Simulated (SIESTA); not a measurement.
Worked example: self-consistent single point of TaTi (P1, 2 atoms in the cell) in SIESTA.

Method: SIESTA with GGA PBEsol with spin-orbit coupling, numerical atomic orbitals DZP, PseudoDojo PBEsol fully relativistic norm-conserving potentials (rewritten from UPF to PSML).

```
CELL_PARAMETERS angstrom
      1.63288    -2.29750     0.00000
      1.63288     2.29750     0.00000
      0.00000     0.00000     4.68413
ATOMIC_POSITIONS crystal
  Ti 0.49206 0.48269 0.49933
  Ta 0.00794 0.01731 0.00068
```

Reference input (self-consistent single point, DFT, GGA PBEsol, numerical atomic orbitals DZP, PseudoDojo PBEsol standard norm-conserving potentials (rewritten from UPF to PSML)): XC.functional = GGA; XC.authors = PBEsol; potentials = PseudoDojo PBEsol standard; PAO.BasisSize = DZP; PAO.EnergyShift = 0.005 Ry; MeshCutoff = 350 Ry; kgrid.MonkhorstPack = 8 8 5; OccupationFunction = MP; OccupationMPOrder = 0; ElectronicTemperature = 200 meV; MaxSCFIterations = 150; SCF.Mixer.Method = Pulay. This run's input differs from it in these lines:

```diff
@@ -1,2 +1,2 @@
-# files in the folder: Ti.psml Ta.psml (PseudoDojo PBEsol standard)
+# files in the folder: Ti.psml Ta.psml (PseudoDojo PBEsol fully relativistic)
 SystemName  TaTi
@@ -35,2 +35,7 @@
 ElectronicTemperature        200.0 meV
+Spin                         spin-orbit
+%block DM.InitSpin
+  1 0.00 0.00 0.00
+  2 0.00 0.00 0.00
+%endblock DM.InitSpin
```

Output, abridged:

```
        iscf     Eharris(eV)        E_KS(eV)     FreeEng(eV)     dDmax    Ef(eV) dHmax(eV)
   scf:    1    -3353.606869    -3380.784554    -3380.849667  0.424108 -5.195126 12.056823
     spin moment: {S} , |S| = {    0.00000    0.00000    0.00000 }     0.00000
   scf:    2    -3365.332006    -3381.169029    -3381.217834  0.386749 -5.126118 12.108623
     spin moment: {S} , |S| = {   -0.00000    0.00000   -0.00000 }     0.00000
   scf:    3    -3387.135244    -3385.777329    -3385.846474  0.136528 -5.364675  3.109596
     spin moment: {S} , |S| = {   -0.00000    0.00000    0.00000 }     0.00000
   [... lines left out ...]
     spin moment: {S} , |S| = {    0.00000    0.00000    0.00000 }     0.00000
   scf:   10    -3386.141472    -3386.141756    -3386.215861  0.000590 -5.771467  0.017423
     spin moment: {S} , |S| = {    0.00000   -0.00000    0.00000 }     0.00000
   scf:   11    -3386.141875    -3386.141726    -3386.215874  0.000329 -5.772085  0.003132
     spin moment: {S} , |S| = {   -0.00000   -0.00000    0.00000 }     0.00000
   scf:   12    -3386.141710    -3386.141734    -3386.215875  0.000055 -5.772018  0.000129
     spin moment: {S} , |S| = {   -0.00000   -0.00000    0.00000 }     0.00000
SCF Convergence by DM+H criterion
max |DM_out - DM_in|         :     0.0000553083
max |H_out - H_in|      (eV) :     0.0001290133
SCF cycle converged after 12 iterations

Using DM_out to compute the final energy and forces

siesta: E_KS(eV) =            -3386.1417

siesta: E_KS - E_eggbox =     -3386.1417

siesta: Atomic forces (eV/Ang):
     1    0.365486    0.011105    0.022008
     2   -0.365705   -0.010514   -0.022432
   Tot   -0.000219    0.000591   -0.000424
   Max    0.365705
   Res    0.211558    sqrt( Sum f_i^2 / 3N )
   Max    0.365705    constrained

Stress tensor Voigt[x,y,z,yz,xz,xy] (kbar):       76.83       76.76       89.08       -0.10       -0.61        0.47
(Free)E + p*V (eV/cell)    -3387.9902
Target enthalpy (eV/cell)    -3386.2159

siesta: Program's energy decomposition (eV):
siesta: Enl(+so)=       136.416040
   [... lines left out ...]
siesta: FreeEng =     -3386.215875
siesta: Cell volume =         35.145235 Ang**3
siesta:         -80.88699962        -90.28200252  kBar
   [... lines left out ...]

Total              25.00000   0.00000     -0.000  -0.000   0.000

Mulliken Atomic Populations:
Atom #   charge [q] valence [e]           S      Sx [e]      Sy [e]      Sz [e]  Species
     1     0.147089   11.852911    0.000000   -0.000000   -0.000000    0.000000  Ti
     2    -0.147089   13.147089    0.000000    0.000000   -0.000000   -0.000000  Ta
 Total     0.000000                0.000000   -0.000000   -0.000000    0.000000
```

The run converged in 12 iterations. Against the reference run the pressure goes from -5.67 to -8.09 GPa and the largest force goes from 0.333 to 0.367 eV/Å.

The starting cell comes from a database of computed structures (which also holds hypothetical and non-ambient phases and stackings), without a prior relaxation at this level. Its atoms were displaced at random from the sites of space group no. 65. Values carry the incompleteness of an atom-centred basis. With a pressure of about -8 GPa the cell is away from its equilibrium volume at this level.

Cost on one core of a shared machine: roughly 3 min.
